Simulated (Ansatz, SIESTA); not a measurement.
Code comparison for La3Ga (Pm-3m, 4 atoms in the cell)

Self-consistent single point.

```
La3Ga
1.0
    4.93068     0.00000     0.00000
    0.00000     4.93068     0.00000
    0.00000     0.00000     4.93068
La Ga
3 1
Direct
  0.00000   0.50000   0.50000
  0.50000   0.00000   0.50000
  0.50000   0.50000   0.00000
  0.00000   0.00000   0.00000
```

Shared settings, as Ansatz (a program for electronic structure) writes them: kpoints.mp_grid.grid = 6 6 6; scf.occupations.method = gaussian; scf.occupations.width = 0.02 Ry. Potentials and cutoffs stand in the table.

| code | model | pressure (GPa) | cutoff |
|---|---|---|---|
| SIESTA | GGA PBEsol, numerical atomic orbitals DZP, PseudoDojo PBEsol standard norm-conserving potentials (rewritten from UPF to PSML) | 0.13 | grid 350 Ry |
| Ansatz | PBEsol, PAW files made with PBE | -2.24 | 30.9 Ry |

The spread over the programs that give each value: pressure within 2.37 GPa.

SIESTA uses small atom-centred bases, whose incompleteness enters pressures, forces and empty levels differently from a plane-wave cutoff. Ansatz's pressure is given at a fixed set of plane waves, as the other plane-wave codes print theirs.

On the base mesh (5 5 5) the same programs gave: Ansatz pressure -2.28 GPa; SIESTA pressure 0.13 GPa.

The starting cell comes from a database of computed structures (which also holds hypothetical and non-ambient phases and stackings), without a prior relaxation at this level.

Left out of this page: CP2K (on another mesh); Elk and FLEUR (not drawn, or without a comparable value).

Keys are those of Ansatz 0.2.
